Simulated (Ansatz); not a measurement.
A short convergence ladder for HfPd2 (I4/mmm, 3 atoms in the cell)

```yaml
crystal:
  lattice:
    - [-1.69453, 1.69453, 4.34401]
    - [1.69453, -1.69453, 4.34401]
    - [1.69453, 1.69453, -4.34401]
  atoms:
    - { symbol: Hf, position: [0.00000, 0.00000, 0.00000] }
    - { symbol: Pd, position: [0.33903, 0.33903, 0.00000] }
    - { symbol: Pd, position: [0.66097, 0.66097, 0.00000] }
```

Base method: LDA (PW92), default PAW files made with PBE (plane waves; Ansatz, a first-principles code).

Base settings: basis.ecutwfc = 420 eV; kpoints.mp_grid.grid = 14 14 14; hamiltonian.xc = lda; hamiltonian.pseudopotentials = {kind: paw} (the program's default PAW files); scf.occupations.method = fermi_dirac; scf.occupations.width = 0.1 eV.

**Zone-centre phonons against the cutoff**

In this ladder: phonons.method = dfpt.

The mesh stays at the base's, so the ladder's end is converged at best in this setting alone.

Frequencies are those of the unrelaxed cell, without the LO-TO term of polar crystals.

Only quantities that move along the ladder and can be compared are tabulated.

| basis.ecutwfc | highest zone-centre frequency (cm⁻¹) | lowest optical frequency (cm⁻¹) |
|---|---|---|
| 210 eV | 119.3 | 34.1 |
| 250 eV | 199.6 | 123.5 |
| 355 eV | 182.0 | 127.2 |
| 420 eV | 182.2 | 127.2 |

Coarsest basis.ecutwfc that holds the lowest optical frequency within 5 cm⁻¹ of the last step, with all finer ones: 250 eV; the step before is off by 93 cm⁻¹.

Coarsest basis.ecutwfc that holds the highest zone-centre frequency within 1 cm⁻¹ of the last step, with all finer ones: 355 eV; the step before is off by 17 cm⁻¹.

On the base run: the starting cell comes from a database of computed structures (which also holds hypothetical and non-ambient phases and stackings), without a prior relaxation at this level. Its lattice was rescaled by up to half a per cent. Spin polarisation is off. In the base run, with a pressure of about -6 GPa the cell is away from its equilibrium volume at this level.

Keys are those of Ansatz 0.2.
